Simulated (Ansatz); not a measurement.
Partial pair distribution functions of a relaxed model of amorphous Be24Al16O48, broadened by 0.06 Å; density 2.77 g/cm³. Level of theory: PBE, scalar-relativistic without spin-orbit coupling (plane waves to 420 eV, PAW; Ansatz, a quantum-chemistry and plane-wave program).

It comes from a melt-quench run on a machine-learned potential (CHGNet), relaxed afterwards by DFT. O atoms were pushed apart under 1.9 Å during the dynamics, to hinder bonds among them. The hot cell started wider than the set density and was brought back towards it in steps. It is the lowest in DFT energy of 2 quenches. It is a model cell: composition and starting density were chosen by hand, and all elements were melted together. No dispersion term was used. Its density started from a set value of 2.78 and ended at 2.77 g/cm³. The quench (nominally 340 K/ps over its main leg) was far faster than any real one, so the model tends to hold more defects than a real film. One small periodic cell is one sample of the glass; other quenches scatter about these values. The volume was free in the relaxation, at fixed shape. Stress components on the final sampling reach 3.0 GPa.

```
r (Å)  g Be-O  g Al-O  g Be-Be  g Al-Al
-----  ------  ------  -------  -------
1.30     0.00    0.00     0.00     0.00
1.40     0.23    0.00     0.00     0.00
1.50     4.02    0.00     0.00     0.00
1.60     8.74    0.28     0.00     0.00
1.70     4.06    3.44     0.00     0.00
1.80     1.29    7.97     0.00     0.00
1.90     0.60    4.30     0.02     0.00
2.00     0.10    1.44     0.42     0.00
2.10     0.00    1.15     1.16     0.00
2.20     0.04    0.43     0.55     0.00
2.30     0.08    0.02     0.52     0.00
2.40     0.08    0.05     0.58     0.00
2.50     0.16    0.09     1.04     0.06
2.60     0.19    0.01     1.60     0.94
2.70     0.24    0.00     2.00     1.15
2.80     0.49    0.07     1.90     0.70
2.90     0.82    0.25     1.83     1.47
3.00     0.99    0.26     1.45     1.60
3.10     0.80    0.60     1.05     1.69
3.20     0.94    0.90     1.30     1.71
3.30     1.21    1.26     0.49     2.52
3.40     1.31    1.04     0.38     1.19
3.50     1.06    0.99     0.64     0.61
3.60     1.08    1.47     1.12     0.27
3.70     1.33    1.51     1.07     0.99
3.80     1.55    1.50     0.65     1.10
3.90     1.70    1.42     0.57     0.51
4.00     1.87    1.43     0.76     0.22
4.10     1.71    1.37     0.78     0.29
4.20     1.47    1.39     0.72     0.66
4.30     1.13    1.40     1.08     0.74
4.40     0.80    1.34     0.96     0.74
4.50     0.62    1.04     1.10     0.62
4.60     0.66    0.81     1.38     1.28
4.70     0.68    0.75     0.92     1.39
```

Within 2.06 Å each Be has 3.58 O neighbours on average.
